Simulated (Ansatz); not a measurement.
The starting structures come from a database of crystals and need not be the phases stable at ambient conditions.

Tunnelling through a barrier is set by its complex band structure: the current falls as exp(−2κd) with the smallest κ.

Input:

```xyz
20
Lattice="5.9280 0.0000 0.0000 0.0000 8.1782 0.0000 0.0000 0.0000 5.6780" Properties=species:S:1:pos:R:3 pbc="T T T"
Ca     5.5681     6.1337     5.5758
Ca     0.3599     2.0446     0.1021
Ca     3.3239     2.0446     2.7368
Ca     2.6041     6.1337     2.9411
Pb     0.0000     0.0000     2.8390
Pb     2.9640     0.0000     0.0000
Pb     2.9640     4.0891     0.0000
Pb     0.0000     4.0891     2.8390
O      4.1216     4.6286     3.9178
O      1.8064     3.5497     1.7602
O      4.7704     3.5497     1.0788
O      1.1576     4.6286     4.5992
O      1.1576     7.6388     4.5992
O      4.7704     0.5394     1.0788
O      1.8064     0.5394     1.7602
O      4.1216     7.6388     3.9178
O      3.3199     6.1337     0.7167
O      2.6081     2.0446     4.9613
O      5.5722     2.0446     3.5557
O      0.3559     6.1337     2.1223
```

Space group of this cell: Pnma. The cell is taken as given; by r2SCAN its mean pressure is -0.9 GPa.

Transport runs along the normal of the first two printed cell vectors.

No gap correction and no spin-orbit coupling; mid-gap values are interpolated between computed energies.

Question: Predict the band gap and the smallest decay constant κ at mid-gap from r2SCAN (Ansatz, a program for electronic structure).

Answer: Gap 1.20 eV on a 6×4×6 mesh; κ = 0.244 1/Å, at the zone centre.
